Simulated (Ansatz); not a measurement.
A self-consistent single point of GaCuGeSe4 (C2, 7 atoms in the cell) with Ansatz (a quantum-chemistry and plane-wave program).

Level of theory: LDA (PW92), harder PAW files (source: ansatz) made with PBE (plane waves; Ansatz).

```xyz
7
Lattice="-2.7615 2.7615 5.4215 2.7615 -2.7615 5.4215 2.7615 2.7615 -5.4215" Properties=species:S:1:pos:R:3 pbc="T T T"
Ga     0.0000     0.0000     5.4715
Cu     2.7615     0.0000     2.7108
Ge     0.0000     2.7615     2.7108
Se     1.3137     1.2899    -1.2963
Se     1.2899     4.2092     1.2963
Se     1.4477     1.4716     4.1252
Se     1.4716    -1.4477     6.7178
```

Reference input (self-consistent single point, DFT, LDA (PW92), plane waves, default PAW files made with PBE): basis.ecutwfc = 420 eV; kpoints.mp_grid.grid = 3 3 3; hamiltonian.xc = lda; hamiltonian.pseudopotentials = {kind: paw} (the program's default PAW files); scf.occupations.method = fixed. This run's input differs from it in these lines:

Ansatz 0.2 input:
```diff
@@ -15,3 +15,3 @@
 basis:
-  ecutwfc: 420.0
+  ecutwfc: 1530.0
 kpoints:
@@ -23,2 +23,3 @@
     kind: paw
+    source: ansatz
 scf:
```

Output (repeated stretches shortened):

```
SCF iter   1: F=—  HF=-40650.926724 eV  |F-HF|=—  |Δ(HF+E_count)|=         —  Δρ=7.18e-2  dr2=8.05e0  ethr=3.10e-3  ⟨swp⟩=5.8  Hψ=2289  notcnv=0  defer=96
all-band conjugate gradients solve this SCF's bands
preconditioner: auto → Resta (q_TF=auto, 2.579 Å⁻¹)
SCF iter   2: F=—  HF=-40649.017385 eV  |F-HF|=—  |Δ(HF+E_count)|=    1.91e0  Δρ=4.79e-2  dr2=2.32e0  ethr=3.10e-3  ⟨swp⟩=3.3  Hψ=1537  notcnv=0  defer=94
   [... lines left out ...]
SCF iter   8: F=—  HF=-40648.419870 eV  |F-HF|=—  |Δ(HF+E_count)|=   3.21e-5  Δρ=5.26e-5  dr2=5.33e-6  ethr=3.16e-7  ⟨swp⟩=2.2  Hψ=1209  notcnv=0  defer=100
SCF iter   9: F=—  HF=-40648.419890 eV  |F-HF|=—  |Δ(HF+E_count)|=   1.97e-5  Δρ=3.06e-5  dr2=1.28e-6  ethr=4.52e-9  ⟨swp⟩=3.1  Hψ=1497  notcnv=0  defer=100
SCF iter  10: F=—  HF=-40648.419890 eV  |F-HF|=—  |Δ(HF+E_count)|=   6.94e-8  Δρ=9.39e-6  dr2=1.04e-7  ethr=1.08e-9  ⟨swp⟩=2.0  Hψ=987  notcnv=0  defer=100
SCF iter  11: F=-40648.419890 eV  HF=-40648.419890 eV  |F-HF|=3.90e-9  |Δ(HF+E_count)|=   1.32e-8  Δρ=2.23e-6  dr2=7.72e-9  ethr=8.47e-11  ⟨swp⟩=16.4  Hψ=4810  notcnv=0
SCF 1 converged in 11 iterations: F = -40648.419890 eV  dr2 = 7.72e-9
Free energy (F): -40648.419890 eV
Internal energy: -40648.419890 eV  (E = F + TS)
E sigma→0 (E₀):  -40648.419890 eV
Fermi energy:    8.232955 eV
--- Forces (eV/Å), atoms counted from 1 ---
  atom   1  Ga     0.00000000     0.00000000    -0.35671485
  atom   2  Cu     0.00000000     0.00000000     0.02479903
  atom   3  Ge     0.00000000     0.00000000     0.12167198
  atom   4  Se    -0.01217697     0.18740497     0.00474423
  atom   5  Se     0.06769537     0.15360446     0.10037822
  atom   6  Se     0.01217697    -0.18740497     0.00474423
  atom   7  Se    -0.06769537    -0.15360446     0.10037822
--- Stress (GPa, compression-positive) ---
       -3.218600      -0.292940       0.000000
       -0.292940      -3.276682       0.000000
        0.000000       0.000000      -3.289004
  P = ⅓ Tr σ = -3.2614 GPa (-32.614 kbar)
  The stress holds the Pulay correction. Without it, at fixed plane waves, as pw.x and ABINIT print it: P = -3.2636 GPa
```

The run converged in 11 iterations. Against the reference run the pressure hardly changes (-3.28 to -3.26 GPa), the largest force stays at 0.357 eV/Å and the gap on the mesh hardly changes (0.659 to 0.661 eV).

The starting cell comes from a database of computed structures (which also holds hypothetical and non-ambient phases and stackings), without a prior relaxation at this level. Its lattice was rescaled by up to half a per cent. One atom was moved a little off its site on purpose. Ansatz's pressure includes its estimate of the finite-basis (Pulay) stress.

Cost on one core of a shared machine: roughly 2 min.
